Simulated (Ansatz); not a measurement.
Results of PBEsol+SOC (Ansatz, a quantum-chemistry and plane-wave program, plane waves, PAW) for SnPbO₃ (model structure, started from the tetragonal perovskite type, P4mm, No. 99, 5 atoms in the cell).

Run with plane-wave cutoff 520 eV, 8×8×8 k mesh, Fermi–Dirac smearing 0.01 eV, PAW data made under PBE.

Cell (relaxed with PBEsol):

```
PbSnO3
1.0
    4.07486     0.00000     0.00000
    0.00000     4.07486     0.00000
    0.00000     0.00000     4.13044
Sn Pb O
1 1 3
Direct
  0.50000   0.50000   0.43609
  0.00000   0.00000   0.99817
  0.50000   0.50000   0.92124
  0.50000   0.00000   0.37525
  0.00000   0.50000   0.37525
```

What does this level give for the band gap and smallest direct gap on the k points sampled?


* **band gap**: 1.23 eV (indirect)
* **smallest direct gap on the k points sampled**: 2.17 eV

Note: the relaxation could raise the start's symmetry but not lower it, so the cell can be a saddle point; cell and atoms aren't relaxed at this level.

Computed values are for the static lattice.

A model structure was made by putting elements into a prototype or built by hand; it is no filed structure, need not be a known phase, and can be a saddle point held by its symmetry.
